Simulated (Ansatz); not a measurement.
The parent structure is BAs in the zinc blende structure (space group F-43m, No. 216; a = 4.768 Å). Axes: x, y, z lie along the cube axes.

Modification: biaxial strain −4.42 %, plane normal [111], relaxed out of plane (Cartesian); in-plane vectors clamped, the third vector and the atoms free.

Levels (all Ansatz, a quantum-chemistry and plane-wave program, PAW): PBEsol (420 eV, scalar-relativistic without spin-orbit coupling); r2SCAN (500 eV, scalar-relativistic without spin-orbit coupling); HSE06 (420 eV, scalar-relativistic without spin-orbit coupling).

At the geometry relaxed with PBEsol, these levels gave the following band gaps, in shuffled order: (a) 0.86 eV, (b) 0.58 eV, (c) 1.32 eV.

Task: Match each gap to its level.

Result: (a) r2SCAN; (b) PBEsol; (c) HSE06.

Single points use the geometry relaxed with PBEsol. HSE06 was sampled on its mesh, a few special points and the semilocal edge points, so its gap is an upper bound. Stability against distortions was not tested.
